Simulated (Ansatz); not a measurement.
# Ansatz run on Cu3Sn (Fm-3m, 4 atoms in the cell): self-consistent single point

Level of theory: PBEsol, default PAW files made with PBE (plane waves; Ansatz, a program for electronic structure).

The input file:

Ansatz 0.2 input:
```yaml
# Cu3Sn
crystal:
  lattice:
    - [0.000000, 3.083025, 3.083025]
    - [3.083025, 0.000000, 3.083025]
    - [3.083025, 3.083025, 0.000000]
  atoms:
    - { symbol: Cu, position_ang: [3.083025, 3.083025, 3.083025] }
    - { symbol: Cu, position_ang: [4.624538, 4.624538, 4.624538] }
    - { symbol: Cu, position_ang: [1.541513, 1.541513, 1.541513] }
    - { symbol: Sn, position_ang: [0.000000, 0.000000, 0.000000] }
basis:
  ecutwfc: 30.9 Ry
kpoints:
  mp_grid:
    grid: [6, 6, 6]
hamiltonian:
  xc: pbesol
  pseudopotentials:
    kind: paw
scf:
  occupations:
    method: cold
    width: 0.0073 Ry
output:
  forces: true
  eigenvalues: true
  stress: true
```

The program printed (abridged):

```
WARN ansatz: RAYON_NUM_THREADS=1 ignored (pool sized by the plan → 1); use --threads N
Pseudopotentials: kind: paw
Pseudopotential: Cu, paw, valence charge 19
Pseudopotential: Sn, paw, valence charge 14
Crystal: 4 atoms, lattice volume = 58.609 Å³
Basis set: ecut = 420.4159175005146 eV, 1139 PW (Γ), exchange–correlation on 60×60×60 points (8 copies of the dense FFT grid, shifted against one another)
Bands: 43, of which v1, the nominal top of the filled ones, is band 36 counted from 1 (35 counted from 0)
Symmetry: 48 space group operations
Space group: Fm-3m (ITA 225), of the structure as read, at distance tolerance 3.9e-5 Å
k-points: 16 of 216
PAW frozen core: Cu, regenerated for the run's functional, and the local potential with it
PAW frozen core: Sn, regenerated for the run's functional, and the local potential with it
Initial density: superposition of atomic densities (neutral atoms: chi_scale 0, normalization atom), corrected by the library's trained network
Initial wavefunctions: pseudopotential atomic-orbital guess
Eigensolver: davidson
Functional: x = pbesol(κ = 0.804, μ = 0.12345679012345678), c = pbesol(β = 0.046)
SCF iter   1: F=—  HF=-25715.830045 eV  |F-HF|=—  |Δ(HF+E_count)|=         —  Δρ=1.54e-2  dr2=7.52e-2  ethr=1.77e-3  ⟨swp⟩=6.3  Hψ=2535  notcnv=0  defer=3
all-band conjugate gradients solve this SCF's bands
preconditioner: auto → none
SCF iter   2: F=—  HF=-25715.813827 eV  |F-HF|=—  |Δ(HF+E_count)|=   1.62e-2  S|Δr|=    0.00e0  Δρ=1.64e-3  dr2=1.02e-3  ethr=1.06e-4  ⟨swp⟩=2.0  Hψ=1157  notcnv=0  defer=36
SCF iter   3: F=—  HF=-25715.813170 eV  |F-HF|=—  |Δ(HF+E_count)|=   6.56e-4  S|Δr|=    0.00e0  Δρ=1.03e-3  dr2=3.33e-4  ethr=1.44e-6  ⟨swp⟩=2.0  Hψ=1095  notcnv=0  defer=36
SCF iter   4: F=—  HF=-25715.813160 eV  |F-HF|=—  |Δ(HF+E_count)|=   1.01e-5  S|Δr|=    0.00e0  Δρ=2.10e-4  dr2=1.36e-5  ethr=4.70e-7  ⟨swp⟩=1.8  Hψ=795  notcnv=0  defer=36
SCF iter   5: F=—  HF=-25715.813156 eV  |F-HF|=—  |Δ(HF+E_count)|=   4.10e-6  S|Δr|=    0.00e0  Δρ=3.82e-5  dr2=4.49e-7  ethr=1.92e-8  ⟨swp⟩=2.1  Hψ=931  notcnv=0  defer=36
SCF iter   6: F=-25715.813156 eV  HF=-25715.813156 eV  |F-HF|=8.47e-9  |Δ(HF+E_count)|=   5.84e-8  S|Δr|=    0.00e0  Δρ=3.85e-6  dr2=6.66e-9  ethr=1.41e-10  ⟨swp⟩=8.5  Hψ=3299  notcnv=0
SCF 1 converged in 6 iterations: F = -25715.813156 eV  dr2 = 6.66e-9
SCF converged after 6 iterations
Stability not checked (fill_not_monotonic)
Free energy (F): -25715.813156 eV
Harris-Foulkes:  -25715.813156 eV  (|F-HF|=8.47e-9)
Internal energy: -25715.812630 eV  (E = F + TS)
E sigma→0 (E₀):  -25715.812981 eV
Entropy (-TS):   -0.000526 eV (-0.132 meV/atom)
Fermi energy:    15.396938 eV
--- Per-component energies (eV) ---
  E_band       = -1184.735248
  E_kinetic    = 1088.543188
  E_local      = -13876.234035  (includes V_loc(G=0)·N_el)
  E_nonlocal   = 1157.370549
  E_hartree    = 6307.731456
  E_xc         = -644.071098
  E_vxc        = -440.445632  (∫ρ·V_xc dr)
  E_paw        = -8958.795177  (= ΣΔE_a)
  E_vpaw       = -1729.429522  (= ΣTr[D̂ρ^β])
  E_aug_tail   = 0.000691  (compensation charges beyond the density's cutoff)
  E_ewald      = -10791.261650
  E_core_change = 0.903446  (= ΣΔE_core)
  E_smearing   = -0.000526  (= −TS)
  E_closure    = 0.000000  (closes the sum)
  Σ components = -25715.813156   (vs F -25715.813156, Δ=0.00e0)
--- Forces (eV/Å), atoms counted from 1 ---
  atom   1  Cu     0.00000000    -0.00000000    -0.00000000
   [... zero for the other atoms too ...]
  max |Σ_I F_I| component: 1.16e-17 eV/Å
--- Stress (GPa, compression-positive) ---
       -6.111474       0.000000       0.000000
        0.000000      -6.111474       0.000000
        0.000000       0.000000      -6.111474
  P = ⅓ Tr σ = -6.1115 GPa (-61.115 kbar)
  The stress holds the Pulay correction. Without it, at fixed plane waves, as pw.x and ABINIT print it: P = -6.2132 GPa
--- Band table (eV; the first three rows and the last of 16) ---
  k-point 0: bands = ["-97.2400", "-97.2392", "-96.8100", "-54.7735", "-54.7735", "-54.7735", "-54.7693", "-54.7693", "-54.7693", "-54.3456", "-54.3456", "-54.3456", "-6.0050", "-6.0050", "-6.0050", "-5.9568", "-5.9568", "4.2914", "11.0373", [...]
  k-point 1: bands = ["-97.2399", "-97.2393", "-96.8100", "-54.7734", "-54.7733", "-54.7733", "-54.7696", "-54.7696", "-54.7694", "-54.3456", "-54.3455", "-54.3455", "-6.0050", "-6.0028", "-6.0028", "-5.9562", "-5.9562", "4.6164", "10.7158", [...]
  k-point 2: bands = ["-97.2397", "-97.2394", "-96.8100", "-54.7727", "-54.7726", "-54.7726", "-54.7704", "-54.7704", "-54.7701", "-54.3457", "-54.3455", "-54.3455", "-6.0050", "-5.9989", "-5.9989", "-5.9544", "-5.9544", "5.5319", "9.5098", [...]
  k-point 15: bands = ["-97.2396", "-97.2395", "-96.8100", "-54.7748", "-54.7742", "-54.7731", "-54.7700", "-54.7684", "-54.7682", "-54.3458", "-54.3455", "-54.3453", "-6.0093", "-5.9946", "-5.9872", "-5.9621", "-5.9487", "7.1555", "9.3067", [...]
```

The run converged in 6 iterations.

The starting cell comes from a database of computed structures (which also holds hypothetical and non-ambient phases and stackings), without a prior relaxation at this level. Spin polarisation is off. With a pressure of about -6 GPa the cell is away from its equilibrium volume at this level. Ansatz's pressure includes its estimate of the finite-basis (Pulay) stress.
